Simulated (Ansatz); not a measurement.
Consider Ir in the fcc (Cu type) structure (space group Fm-3m, No. 225; a = 3.845 Å; relaxed with 0.1 eV smearing). Axes: x, y, z lie along the cube axes.

Computed with r2SCAN, PAW, 500 eV (Ansatz, a quantum-chemistry and plane-wave program; scalar-relativistic without spin-orbit coupling).

Before the change:

- Pressure: 0.0 GPa
- Volume per atom: 14.21 Å³

It is then changed as follows: biaxial strain −0.50 %, plane normal [001], relaxed out of plane (Cartesian); in-plane vectors clamped, the third vector and the atoms free.

**Question.** What does the calculation give for the pressure and volume per atom after the change?

**Answer.** The pressure (mean of the normal stresses, compression positive) goes from zero to 2.3 GPa; the volume per atom drops by 0.086 Å³ (14.21 Å³ → 14.13 Å³).

No phonon test of stability was made. The final runs are not spin-polarised.
